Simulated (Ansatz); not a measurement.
Partial pair distribution functions of a relaxed model of amorphous Pt$_{38}$P$_{10}$, broadened by 0.06 Å; density 16.69 g/cm³. Calculation: PBE, scalar-relativistic without spin-orbit coupling (plane waves to 420 eV, PAW; Ansatz, a quantum-chemistry and plane-wave program).

A CHGNet melt-quench gave the starting glass, which DFT then relaxed. The hot cell started wider than the set density and was brought back towards it in steps. It is the lowest in DFT energy of 3 quenches. It is a model cell: composition and starting density were chosen by hand, and all elements were melted together. No dispersion term was used. Its density started from a set value of 17.99 and ended at 16.69 g/cm³. The quench (nominally 190 K/ps over its main leg) was far faster than any real one, so the model tends to hold more defects than a real film. One small periodic cell is one sample of the glass; other quenches scatter about these values. Volume and shape were free in the relaxation. On a 2×2×2 Γ-centred mesh force components of up to 0.26 eV/Å stay, since the relaxation ran on one k-point at (1/4, 1/4, 1/4).

```csv
r (Å),g Pt-Pt,g Pt-P,g P-P
2.05,0.00,0.00,0.00
2.15,0.00,0.36,0.00
2.25,0.00,4.15,0.00
2.35,0.00,7.49,0.00
2.45,0.00,3.18,0.00
2.55,0.09,1.33,0.00
2.65,1.42,0.48,0.00
2.75,4.60,0.20,0.00
2.85,4.91,0.29,0.00
2.95,2.78,0.35,0.00
3.05,1.36,0.48,0.00
3.15,0.71,0.76,0.00
3.25,0.47,0.86,0.00
3.35,0.38,0.99,0.15
3.45,0.48,0.95,1.34
3.55,0.64,0.89,1.83
3.65,0.86,0.86,1.56
3.75,1.13,0.70,1.48
3.85,0.82,0.99,2.10
3.95,0.92,1.12,1.91
4.05,0.89,0.76,0.86
4.15,0.74,0.59,0.77
4.25,0.65,0.92,0.87
4.35,0.62,1.06,1.28
```

Within 3.30 Å each Pt has 8.32 Pt neighbours on average.
